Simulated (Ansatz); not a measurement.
Base system: SrTiO3 in the cubic perovskite structure (space group Pm-3m, No. 221; a = 3.936 Å).

It is then changed as follows: every lattice vector is shortened by 1.14 %, atoms relaxed at fixed cell.

Levels (all Ansatz, a program for electronic structure, PAW, earlier PAW set): PBE (420 eV, without spin-orbit coupling); PBE+SOC (420 eV, with spin-orbit coupling).

The geometry is relaxed with PBE.

- PBE band gap: 1.91 eV

With PBE+SOC at the same geometry, the hole mass (degenerate bands, along [100]) comes out as 0.79, 2.1 mₑ (at R); the band gap decreases by 0.016 eV to 1.90 eV; the electron mass (degenerate bands, along [100]) comes out as 0.38, 1.0 mₑ (at Γ).

Single points use the geometry relaxed with PBE. Differences between runs with and without spin-orbit coupling are approximate. The cells carry an imposed strain or load. Effective masses come from finite differences of ±0.01 Å⁻¹. Whether these cells are dynamically stable was not tested. The runs without spin-orbit coupling are not spin-polarised. Many cubic perovskites are stable only at high temperature; tilts and polar distortions were not tested.
